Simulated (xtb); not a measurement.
xtb 6.7.1, GFN1-xTB: Al(H)2(NMe2Et) (CC[N](C)(C)->[AlH2]), charge 0, multiplicity 2, 19 atoms. The geometry is a generated start, not checked to be a minimum at this level.

```json
{
  "run_flags": "--grad",
  "method": "GFN1-xTB",
  "--acc": "1 (default)",
  "--etemp (K)": "300 (default)",
  "basis_functions": "56",
  "valence_electrons": "37"
}
```

```xyz
19

Al    -1.8942    -1.0127    -0.4323
H     -1.4378    -2.5152    -0.1113
H     -1.6415    -0.7356    -1.9905
C     -0.6590     1.9897     0.4468
C      0.2873     1.1003    -0.3440
N      0.1238    -0.3200    -0.0413
C      0.9979    -1.0967    -0.9061
C      0.4286    -0.6186     1.3476
H     -1.6704     1.5700     0.3752
H     -0.3769     2.0570     1.4962
H     -0.6585     2.9928     0.0271
H      0.0649     1.2178    -1.4091
H      1.3316     1.4067    -0.1719
H      0.7425    -0.8949    -1.9447
H      0.8245    -2.1550    -0.7199
H      2.0534    -0.8637    -0.7392
H      1.4411    -0.2984     1.6205
H     -0.2951    -0.1299     1.9990
H      0.3379    -1.6936     1.4980
```

Charge 0 and multiplicity 2 are set for this test and not shown to be the ground state. GFN-xTB has no spin term: --uhf 1 sets the occupations alone.

One run each on 1 thread. Values of broydamp tried: 0.02, 0.05, 0.1, 0.2, 0.4 (default), 0.6, 0.8, 1.

**Question.** Predict the course of the SCC iterations along this series.

**Answer.** Fewest SCC iterations, within one of each other: 0.4 (default) with 9, 0.6 with 9. The count rises to 16 at 0.02. All converge to one solution.

| broydamp | SCC iterations | end |
|---|---|---|
| 0.02 | 16 | same solution |
| 0.05 | 15 | same solution |
| 0.1 | 14 | same solution |
| 0.2 | 12 | same solution |
| 0.4 (default) | 9 | same solution |
| 0.6 | 9 | same solution |
| 0.8 | 11 | same solution |
| 1 | 12 | same solution |
